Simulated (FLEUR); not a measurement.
Band structure of BaSn (Cmcm, 4 atoms in the cell).

```xyz
4
Lattice="2.6831 -6.3629 0.0000 2.6831 6.3629 0.0000 0.0000 0.0000 4.7151" Properties=species:S:1:pos:R:3 pbc="T T T"
Ba     2.6831     4.6375     1.1788
Ba     2.6831    -4.6375     3.5364
Sn     2.6831     0.9170     1.1788
Sn     2.6831    -0.9170     3.5364
```

Method: PBEsol, all-electron FLAPW (FLEUR), scalar-relativistic valence.

Settings: Kmax = 3.8 1/bohr; GmaxXC = 11.4 1/bohr; xcFunctional = PBEs; jspins = 1; l_soc = F; mode = hist; fermiSmearingEnergy = 0.00183747 Htr; mesh (inpgen div1-3) = 5 5 5; inpgen gamma flag = false; Gmax = 11.4 1/bohr; numbands = 0; maxIterBroyd = 15; imix = Anderson; alpha = 0.05.

The starting cell comes from a database of computed structures (which also holds hypothetical and non-ambient phases and stackings), without a prior relaxation at this level. Values depend on the basis (sphere radii, cutoffs, local orbitals), which need not be converged.

Levels in eV from the Fermi level, bands 21 to 28:
| point | 21 | 22 | 23 | 24 | 25 | 26 | 27 | 28 |
|---|---|---|---|---|---|---|---|---|
| Γ | -1.53 | -1.39 | -1.09 | -0.28 | 0.77 | 1.10 | 1.74 | 1.81 |
| X | -2.56 | -1.60 | -1.11 | -0.99 | 0.56 | 1.19 | 1.24 | 2.02 |
| S | -2.60 | -1.61 | -1.47 | -0.91 | 0.89 | 1.00 | 1.53 | 2.42 |
| R | -1.95 | -1.95 | -0.95 | -0.95 | 0.39 | 0.39 | 2.88 | 2.88 |
| A | -2.14 | -2.14 | -0.83 | -0.83 | 0.55 | 0.55 | 2.19 | 2.19 |
| Z | -2.02 | -2.02 | -1.25 | -1.25 | 0.09 | 0.09 | 2.35 | 2.35 |
| Y | -1.23 | -1.20 | -1.00 | -0.46 | 0.02 | 1.49 | 1.55 | 1.63 |
| X1 | -2.56 | -1.60 | -1.11 | -0.99 | 0.56 | 1.19 | 1.24 | 2.02 |
| A1 | -2.14 | -2.14 | -0.83 | -0.83 | 0.55 | 0.55 | 2.19 | 2.19 |
| T | -2.57 | -2.57 | -0.94 | -0.94 | 0.77 | 0.77 | 1.95 | 1.95 |
